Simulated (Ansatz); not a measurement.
**AlCuCl4 (space group P-42c, No. 112; a cell from a computed database, its experimental status unchecked)**

Space group P-42c (No. 112); a = b = 5.4315 Å, c = 10.0145 Å, α = β = γ = 90.00°

| atom | site | symmetry | x | y | z |
|---|---|---|---|---|---|
| Al | 2d | 222. | 0.0000 | 0.5000 | 0.2500 |
| Cu | 2e | -4.. | 0.0000 | 0.0000 | 0.0000 |
| Cl | 8n | 1 | 0.2329 | 0.2712 | 0.3723 |

Level of theory: r2SCAN (Ansatz, a first-principles code; PAW; 500 eV plane waves; without spin-orbit coupling), earlier PAW set. Settings: 5×5×3 k-points, 0.05 eV Fermi–Dirac smearing.

Volume per atom: 24.62 Å³
Density: 2.61 g/cm³
Band gap: 3.06 eV, indirect, M → Γ
Electron mass: 0.39 mₑ along c, 0.42 mₑ across
Total energy: -1919.021 eV/atom (σ→0; compares only within this code and set-up)

Effective masses come from finite differences of ±0.01 Å⁻¹. Whether these cells are dynamically stable was not tested. No Hubbard U is applied. The final runs are not spin-polarised.
